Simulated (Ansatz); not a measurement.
Start from Pt in the fcc (Cu type) structure (space group Fm-3m, No. 225; a = 3.918 Å).

One thing is altered: a negative pressure, −2 GPa.

Levels (all Ansatz, a first-principles code, PAW): PBEsol (420 eV, no SOC); PBEsol+SOC (420 eV, with spin-orbit coupling).

The geometry is relaxed with PBEsol.

* **PBEsol pressure**: -2.0 GPa

### Question
Predict the pressure from PBEsol+SOC.

### Answer
The pressure rises by 0.3 GPa to -1.7 GPa.

Single points use the geometry relaxed with PBEsol. Differences between runs with and without spin-orbit coupling are approximate. Load acts through the strain it causes; cell and atoms are relaxed under it. Whether these cells are dynamically stable was not tested. The runs without spin-orbit coupling are not spin-polarised.
